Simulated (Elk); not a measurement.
Input and output of a self-consistent single point for ZrN (Fm-3m, 2 atoms in the cell) (Elk).

Level of theory: LDA (PW92)+U, all-electron FP-LAPW, Elk's shipped species files, APW+lo basis with extra local orbitals in Elk.

```xyz
2
Lattice="0.0000 2.2943 2.2943 2.2943 0.0000 2.2943 2.2943 2.2943 0.0000" Properties=species:S:1:pos:R:3 pbc="T T T"
Zr     2.2943     2.2943     2.2943
N      0.0000     0.0000     0.0000
```

Reference input (self-consistent single point, DFT, LDA (PW92), all-electron FP-LAPW, Elk's shipped species files, APW+lo basis with extra local orbitals): rgkmax = 7.5; swidth = 0.00499791 Ha; ngridk = 10 10 10; gmaxvr = 14 1/bohr; nxlo = 2; lorbcnd = true; rmtscf = 0.92; lmaxi = 3; maxscl = 100. This run's input differs from it in these lines:

```diff
@@ -27,2 +27,6 @@
 
+dft+u
+  1 1
+  1 2  0.183747  0.000000
+
 avec
```

Log, with long lists cut:

```
│ Self-consistent loop started │
│ Loop number : 1 │
 total energy                :     -3651.03430187
│ Loop number : 2 │
 total energy                :     -3650.26347862
RMS change in Kohn-Sham potential (target) :   0.3290663535     (  0.1000000000E-05)
Absolute change in total energy (target)   :   0.7708232452     (  0.1000000000E-03)
│ Loop number : 3 │
 total energy                :     -3649.58288259
RMS change in Kohn-Sham potential (target) :   0.3468733119     (  0.1000000000E-05)
Absolute change in total energy (target)   :   0.8733018484     (  0.1000000000E-03)
│ Loop number : 4 │
   [... lines left out ...]
Absolute change in total energy (target)   :   0.1311869019E-02 (  0.1000000000E-03)
│ Loop number : 14 │
 total energy                :     -3649.74723190
RMS change in Kohn-Sham potential (target) :   0.1769703075E-05 (  0.1000000000E-05)
Absolute change in total energy (target)   :   0.4243513436E-03 (  0.1000000000E-03)
│ Loop number : 15 │
 total energy                :     -3649.74710940
RMS change in Kohn-Sham potential (target) :   0.6813794211E-06 (  0.1000000000E-05)
Absolute change in total energy (target)   :   0.1640499340E-04 (  0.1000000000E-03)
Convergence targets achieved

│ Loop number : 16 │

Energies :
 Fermi                       :     0.517197359323
 DFT+U                       :     0.775286681738E-02
 total energy                :     -3649.74710259

Density of states at Fermi energy :    19.72868754
 (states/Hartree/unit cell)

Estimated indirect band gap :   0.1019524053E-02
 from k-point     15 to k-point     45
Estimated direct band gap   :   0.4453070526E-02
 at k-point      2

Charges :
 core                        :    30.00000000
 valence                     :    17.00000000
 interstitial                :    3.344797602
 muffin-tins (core leakage)
  species :    1 (Zr)
   atom    1                 :    37.48852841     (  0.1261435800E-04)
  species :    2 (N)
   atom    1                 :    6.166673990     (  0.9300357686E-06)
 total in muffin-tins        :    43.65520240
 total calculated charge     :    47.00380154
 total charge                :    47.00000000
 error                       :   0.3801543218E-02

│ Self-consistent loop stopped │
```

The run converged in 16 iterations. The count includes the last loop, which Elk runs after its targets are met. 

The starting cell comes from a database of computed structures (which also holds hypothetical and non-ambient phases and stackings), without a prior relaxation at this level. Spin polarisation is off. The U value is a test value, and with U on an open shell several self-consistent states can exist. Values depend on the basis (sphere radii, cutoffs, local orbitals), which need not be converged. The log's line on a gap gives a spacing of levels on this mesh, which the program prints for metals too.
